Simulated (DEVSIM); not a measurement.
Device: abrupt Si n-p junction, at 300 K.

Layer 1 from the left is Si, thickness (μm) 85.0, Nd (cm⁻³) 1e16, τn (s) 0.00033, τp (s) 0.00033. Layer 2 from the left is Si, thickness (μm) 2.60, Na (cm⁻³) 3.2e17, τn (s) 0.00033, τp (s) 0.00033.

Left contact: ohmic. Right contact: ohmic. Voltage is applied to the left contact. Recombination: SRH at mid-gap, radiative. Mobility is μmin + (μ − μmin)/(1 + (N/Nref)^α).

This is a model device: material constants are rounded textbook-type values typed into the input, and sizes, dopings and lifetimes were drawn at random. Values at 300 K.

Si: gap (eV) 1.124, affinity (eV) 4.05, permittivity 11.7, Nc (cm⁻³) 2.86e19, Nv (cm⁻³) 3.1e19, μn (cm²/Vs) 1417, μp (cm²/Vs) 470, μn,min 52, μp,min 45, Nref,n 9.7e16, Nref,p 2.2e17, αn 0.68, αp 0.72, B (cm³/s) 4.7e-15.

**Question.** Estimate by hand the built-in potential, the peak field at zero bias, the capacitance at 3 V, and compare with a numerical solution.

**Answer.** 
- Built-in potential: ni = √(Nc Nv) exp(−Eg/2kT) = 1.08e10 cm⁻³ with Eg = 1.124 eV; Vbi = kT/q ln(Na Nd/ni²) = 0.800 V; numerical 0.800 V.
- Peak field at zero bias: depletion approximation: W = √(2εVbi/(qN)) = 0.327 μm with N = 9.70e15 cm⁻³; field = 2Vbi/W = 49000 V/cm; numerical 51400 V/cm (estimate below by 4.6 %).
- Capacitance at 3 V: C = √(qεN / 2(Vbi + |V|)) = 14.6 nF/cm²; numerical 14.7 nF/cm² (estimate below by 0.70 %).

Simulated with DEVSIM: 1D drift-diffusion, Boltzmann statistics, complete ionisation; no tunnelling, impact ionisation, image-force lowering or self-heating.
